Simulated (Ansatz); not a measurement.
## Surface dipole against coverage: Na on hcp Ru (0001)

One Na atom in each cell of a four-layer slab of hcp Ru (0001), started at a threefold hollow (fcc) site; the adatom and the upper two layers relax, with a dipole correction. Δφ is the change of the top face's work function against the clean slab's 5.02 eV. By the Helmholtz relation an adatom's dipole is μ = |Δφ|/(0.377 eV × n) in debye, for n adatoms per nm². In Topping's model neighbouring dipoles depolarise each other, so that 1/μ = (1 + 9α·n^(3/2))/μ0 is a line in x = n^(3/2). All values below come from PBE (plane waves to 420 eV, PAW; Ansatz, a quantum-chemistry and plane-wave program). All cells sample the k points of the 1×1 cell's 12×12×1 mesh, with Fermi-Dirac smearing of 0.1 eV (energies taken to zero smearing), without spin polarisation or spin-orbit coupling.

| cell | x (nm⁻³) | 1/μ (1/D) | n (nm⁻²) | Δφ (eV) |
|---|---|---|---|---|
| 4×3 | 1.48 | 0.293 | 1.30 | -1.67 |
| 3×3 | 2.28 | 0.309 | 1.73 | -2.11 |
| 4×2 | 2.72 | 0.332 | 1.95 | -2.21 |
| 3×2 | 4.19 | 0.361 | 2.60 | -2.71 |
| 2×2 | 7.70 | ? | 3.90 | ? |

Fit 1/μ against x with a straight line, and predict the withheld value at x = 7.70.

With u = x - 2.7, the rows have u = -1.2200, -0.4200, 0.0200, 1.4900. Means: u -0.032500, 1/μ 0.3237. About the means, the sum of products is 0.099378 and the sum of squares of u is 3.8811; the slope is their ratio. Least squares gives 1/μ = 0.3246 + 0.02561·u. Residuals (row less fit): -0.0004, -0.0048, 0.0069, -0.0018; standard error 0.0061 (degrees of freedom: 2). At x = 0 the line gives 1/μ0 = 0.255, so a lone adatom carries about 3.9 D, its positive end outward; slope over intercept is 9α, which puts α at roughly 11 Å³, a figure that hangs on Δφ's last digit. At the withheld row, u = 5.0000, so 1/μ = 0.3246 + 0.02561 × 5.0000 = 0.4526 1/D. The calculation gives 0.458 1/D, 0.0054 1/D above the prediction (3.3 % of the range of 1/μ in the table). The row lies outside the fitted rows, so this is an extrapolation.

The model takes a square or triangular net of point dipoles; the 4×2, 3×2 and 4×3 nets are stretched, and dense layers bond among themselves. Only series are tabulated where Δφ keeps its sign and exceeds 0.12 eV, and the fitted rows scatter about the line by under a tenth of the table's range (standard error).

As a change of work function, the prediction is 0.377 × 3.90/0.453 = 3.25 eV in size, against 3.21 eV from the run.

Each row is one calculation, so residuals can be the form's limits or numerical noise.
